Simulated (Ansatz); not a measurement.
What isotropic strain −2.40 % does to KZnF3

Base system: KZnF3 in the cubic perovskite structure (space group Pm-3m, No. 221; a = 4.0523 Å).

It is then changed as follows: the cell is scaled by 0.9760 in all directions; the atoms relax in the strained cell.

Method: plane-wave PAW DFT at the PBEsol level (Ansatz, a first-principles code, 420 eV), no spin-orbit coupling. Γ-centred 8×8×8 mesh, Fermi–Dirac width 0.05 eV.

The volume per atom falls by 0.94 Å³ (13.31 Å³ → 12.37 Å³) and the space group stays Pm-3m (No. 221). The shortest interatomic distance drops by 0.0486 Å to 1.978 Å and the energy grows by 19 meV/atom. The pressure goes up by 6.90 GPa to 6.91 GPa and the band gap grows by 0.19 eV (3.71 eV → 3.90 eV). The gap character remains indirect, R → Γ and the smallest direct gap increases by 0.63 eV, from 5.52 eV to 6.15 eV. The mean gap deformation potential ΔEg/Δln V is -2.6 eV and the width of the top valence band rises by 0.438 eV (1.82 eV → 2.25 eV). The electron mass stays 0.44 mₑ (at Γ).

Final structure:

```
CELL_PARAMETERS angstrom
      3.95502     0.00000     0.00000
      0.00000     3.95502     0.00000
      0.00000     0.00000     3.95502
ATOMIC_POSITIONS crystal
  K  0.00000 0.00000 0.00000
  Zn 0.50000 0.50000 0.50000
  F  0.50000 0.00000 0.50000
  F  0.00000 0.50000 0.50000
  F  0.50000 0.50000 0.00000
```

Effective masses come from finite differences of ±0.01 Å⁻¹. No phonon test of stability was made. Many cubic perovskites are stable only at high temperature; tilts and polar distortions were not tested.
